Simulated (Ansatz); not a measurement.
Structure of amorphous Sn24Te24 (periodic cell):

```xyz
48
Lattice="12.0470 -0.5696 -0.3887 -0.5696 11.4445 -0.0849 -0.3887 -0.0849 11.1428" Properties=species:S:1:pos:R:3 pbc="T T T"
Sn     9.5298     9.9992    -0.2311
Sn     1.3318     4.1344     5.5905
Sn     2.7292     3.5808    10.5486
Sn     4.5599     6.9750    10.1669
Sn     3.9853     1.7643     6.3663
Sn     9.5980     6.5916     6.5787
Sn    11.2453     8.9772     3.3962
Sn     0.6136     6.2072     7.9476
Sn     3.4277     5.8836     1.6243
Sn     6.6948     3.9093     6.4164
Sn     7.6671    -0.1215     7.8825
Sn     7.3626     7.3635     1.6313
Sn    -0.4461    10.4847     8.7247
Sn     4.2699     7.0364     5.4058
Sn     0.7301     5.3433     2.9278
Sn     8.4613     4.1808     9.9578
Sn     6.5152    10.0359     5.0042
Sn     4.1425    -0.1409     9.8442
Sn     0.9616     7.7399     0.4369
Sn     1.3985     2.1906     2.1280
Sn     2.4582    10.3643     3.3609
Sn     7.3752     1.1582     1.1968
Sn     9.9864     1.1002     4.5193
Sn     8.6663     4.2082     3.2901
Te     9.7933     9.5375     5.9665
Te     1.2403     1.1540     4.8709
Te     3.5036     5.0962     8.1070
Te     0.4116    10.9453     0.8863
Te    10.1622     0.7052     9.1990
Te     8.5198    10.1029     2.5138
Te     7.3191     6.6681     4.5644
Te     4.6476     8.4182     2.5641
Te     2.1569     8.5748     9.2214
Te     9.7409     3.3921     6.6095
Te     6.7102     4.3114     1.0075
Te     4.4002     0.9224     1.5585
Te     6.9510     1.4791     4.1848
Te     3.8165    10.2762     6.2931
Te     3.9802     4.3338     4.1064
Te     6.2566     9.6489    10.0363
Te     1.9607     1.4923     8.5678
Te    10.1613     7.4233     9.5935
Te     7.0700     6.2759     8.2429
Te     6.1966     2.1333     9.0118
Te     0.0520     4.8236    10.5355
Te    10.4362     2.2420     1.7291
Te     1.3263     7.4219     5.0172
Te    10.3912     6.3932     2.0430
```

Method: PBE-D3(BJ), scalar-relativistic without spin-orbit coupling, PAW (Ansatz default set, large-core Te) (plane waves to 420 eV; Ansatz, a first-principles code).

Preparation: random packing, a CHGNet melt and quench, and a DFT relaxation. The hot cell started wider than the set density and was brought back towards it in steps. It is the lowest in DFT energy of 3 quenches. It is a model cell: composition and starting density were chosen by hand, and all elements were melted together. The geometry includes D3(BJ) dispersion. Its density started from a set value of 6.44 and ended at 6.41 g/cm³. The quench (nominally 66 K/ps over its main leg) was far faster than any real one, so the model tends to hold more defects than a real film. One small periodic cell is one sample of the glass; other quenches scatter about these values. Volume and shape were free in the relaxation. On a 2×2×2 Γ-centred mesh force components of up to 0.26 eV/Å stay, since the relaxation ran on one k-point at (1/4, 1/4, 1/4).

Cut-offs for bonds: Sn-Sn 3.34 Å, Sn-Te 3.42 Å, Te-Te 3.31 Å.

Q: Give the coordination numbers, mean bond lengths and angles.

A: 
```
Item                                                             Result
-----------------------  ----------------------------------------------
Mean coordination of Sn  4.88 (2 with 3, 4 with 4, 13 with 5, 5 with 6)
Mean coordination of Te  4.21 (4 with 3, 12 with 4, 7 with 5, 1 with 6)
Mean Sn-Te bond                   3.108 Å (spread 0.131 Å, 101 counted)
Mean Sn-Sn bond                     3.174 Å (spread 0.112 Å, 8 counted)
Bond angle at Sn                              mean 102.5°, spread 29.2°
Bond angle at Te                              mean 102.6°, spread 27.4°
```

Q: List the pairs of like atoms that count as bonded by the rules above.

A: Sn2-Sn15 (2.99 Å), Sn2-Sn8 (3.22 Å), Sn3-Sn9 (3.15 Å), Sn4-Sn9 (3.23 Å), Sn9-Sn15 (3.04 Å), Sn9-Sn19 (3.31 Å), Sn11-Sn17 (3.13 Å), Sn15-Sn20 (3.32 Å).

Q: What Bader charges do the atoms carry, from a run on one k-point at (1/4, 1/4, 1/4)?

A: Means (range): Sn +0.55 e (+0.34 to +0.65), Te -0.55 e (-0.61 to -0.43).
```tsv
atom	charge (e)
Sn1	+0.63
Sn2	+0.40
Sn3	+0.51
Sn4	+0.54
Sn5	+0.58
Sn6	+0.57
Sn7	+0.60
Sn8	+0.55
Sn9	+0.34
Sn10	+0.59
Sn11	+0.51
Sn12	+0.57
Sn13	+0.62
Sn14	+0.63
Sn15	+0.34
Sn16	+0.65
Sn17	+0.56
Sn18	+0.63
Sn19	+0.51
Sn20	+0.55
Sn21	+0.60
Sn22	+0.63
Sn23	+0.60
Sn24	+0.61
Te25	-0.57
Te26	-0.57
Te27	-0.55
Te28	-0.57
Te29	-0.43
Te30	-0.53
Te31	-0.56
Te32	-0.58
Te33	-0.54
Te34	-0.61
Te35	-0.59
Te36	-0.57
Te37	-0.57
Te38	-0.57
Te39	-0.52
Te40	-0.57
Te41	-0.52
Te42	-0.48
Te43	-0.53
Te44	-0.58
Te45	-0.56
Te46	-0.59
Te47	-0.60
Te48	-0.56
```
